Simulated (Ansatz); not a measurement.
# A computed series for CdI2: response to strain

Take CdI2 in the CdI2 type structure (space group P-3m1, No. 164; a = 4.153 Å, c = 6.551 Å; layered, stacked along the Cartesian z axis) as the base. Axes: x lies along a and z along c of the hexagonal cell.

Strains are applied to the cell and any free atomic positions relax.

Level of theory: Kohn–Sham DFT with the PBEsol-D3(BJ) functional, run in Ansatz (a program for electronic structure) with PAW and 420 eV plane waves, no spin-orbit coupling.

Candidates:
(a) uniaxial strain ε_zz = −1.50 %
(b) uniaxial strain ε_zz = +0.50 %
(c) uniaxial strain ε_zz = +2.00 %
(d) uniaxial strain ε_zz = −0.50 %

For the base:

The width of the top valence band is 1.54 eV.

Order them by width of the top valence band, highest first.

(a) uniaxial strain ε_zz = −1.50 % (1.68 eV), (d) uniaxial strain ε_zz = −0.50 % (1.59 eV), (b) uniaxial strain ε_zz = +0.50 % (1.51 eV), (c) uniaxial strain ε_zz = +2.00 % (1.44 eV)

With I present, leaving out spin-orbit coupling can change the band edges. The levels and masses belong to the bands next to the band gap. Stability against distortions was not tested.
